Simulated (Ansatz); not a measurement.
Na₃OBr (Pm-3m, No. 221, 5 atoms in the cell; start mp-985586), treated with HSE06 in Ansatz (PAW).

Run with plane-wave cutoff 460 eV, 6×6×6 k mesh, Fermi–Dirac smearing 0.01 eV, scalar-relativistic PAW data made under PBE.

Cell (relaxed with PBEsol):

```
CELL_PARAMETERS angstrom
      4.54255     0.00000     0.00000
      0.00000     4.54255     0.00000
      0.00000     0.00000     4.54255
ATOMIC_POSITIONS crystal
  Na 0.00000 0.50000 0.50000
  Na 0.50000 0.00000 0.50000
  Na 0.50000 0.50000 0.00000
  Br 0.00000 0.00000 0.00000
  O  0.50000 0.50000 0.50000
```

### Question
What does this level give for the band gap?

### Answer

- band gap: 3.37 eV (on the SCF k mesh) (direct)

Note: cell and atoms aren't relaxed at this level (pressure 0.3 GPa).

Spin–orbit coupling is not included.

Computed values are for the static lattice.

A start named mp-… is a Materials Project structure, which need not be a measured phase.

Ansatz is a first-principles code.
